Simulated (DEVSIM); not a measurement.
Device: abrupt Si n-p junction, at 300 K.

Layer 1 from the left is Si, thickness (μm) 15.0, Nd (cm⁻³) 1.4e18, τn (s) 1.1e-6, τp (s) 1.1e-6. Layer 2 from the left is Si, thickness (μm) 48.0, Na (cm⁻³) 4.4e16, τn (s) 1.1e-6, τp (s) 1.1e-6.

Left contact: ohmic. Right contact: ohmic. Voltage is applied to the left contact. Recombination: SRH at mid-gap, Auger. Mobility is μmin + (μ − μmin)/(1 + (N/Nref)^α).

This is a model device: material constants are rounded textbook-type values typed into the input, and sizes, dopings and lifetimes were drawn at random. Values at 300 K.

Si: gap (eV) 1.124, affinity (eV) 4.05, permittivity 11.7, Nc (cm⁻³) 2.86e19, Nv (cm⁻³) 3.1e19, μn (cm²/Vs) 1417, μp (cm²/Vs) 470, μn,min 52, μp,min 45, Nref,n 9.7e16, Nref,p 2.2e17, αn 0.68, αp 0.72, Cn (cm⁶/s) 2.8e-31, Cp (cm⁶/s) 9.9e-32.

DEVSIM, 1D drift-diffusion, Boltzmann statistics, complete ionisation; no tunnelling, impact ionisation, image-force lowering or self-heating.

Dark forward current:

| |V| (V) | |J| (A/cm²) |
|---|---|
| 0.05 | 1.735e-9 |
| 0.10 | 6.195e-9 |
| 0.15 | 1.875e-8 |
| 0.20 | 5.656e-8 |
| 0.25 | 1.835e-7 |
| 0.30 | 6.900e-7 |
| 0.35 | 3.159e-6 |
| 0.40 | 1.735e-5 |
| 0.45 | 0.0001073 |
| 0.50 | 0.0007062 |
| 0.55 | 0.004781 |
| 0.60 | 0.03273 |
| 0.65 | 0.2242 |
| 0.70 | 1.494 |
| 0.75 | 8.695 |
| 0.80 | 37.75 |
| 0.85 | 120.9 |
| 0.90 | 300.5 |
| 0.95 | 604.8 |
| 1.00 | 1033 |
| 1.05 | 1571 |
| 1.10 | 2204 |

Q: Work out the local ideality factor n = ΔV / (kT/q · ln(J2/J1)) between the rows 0.15 and 0.20 V, 0.60 and 0.65 V, 1.05 and 1.10 V.

A: kT/q = 25.85 mV. From 0.15 to 0.20 V: ln(5.656e-8/1.875e-8) = 1.104, n = 1.75. From 0.60 to 0.65 V: ln(0.2242/0.03273) = 1.924, n = 1.01, near the 1 of diffusion or emission over a barrier. From 1.05 to 1.10 V: ln(2204/1571) = 0.339, n = 5.71.

Q: Estimate the current at 0.55 V from the Shockley equation with J0 = Σ q ni² D/(N L) coth(W/L), τ joining the SRH, radiative and Auger lifetimes that are on, and W taken as the whole layer.

A: ni² = 1.16e20 cm⁻⁶; holes in the n layer: μ = 134 cm²/Vs, D = 3.46 cm²/s, τ = 6.86e-7 s, L = 15.4 μm, W/L = 0.97, term 3.97e-14 A/cm²; electrons in the p layer: μ = 914 cm²/Vs, D = 23.6 cm²/s, τ = 1.10e-6 s, L = 51.0 μm, W/L = 0.94, term 2.66e-12 A/cm². J0 = 2.70e-12 A/cm², and J = J0 exp(qV/kT) = 0.00469 A/cm². The simulation gives 0.00478 A/cm²; the estimate lies 2.0 % below. The estimate leaves out recombination in the depletion region and that region's share of W.
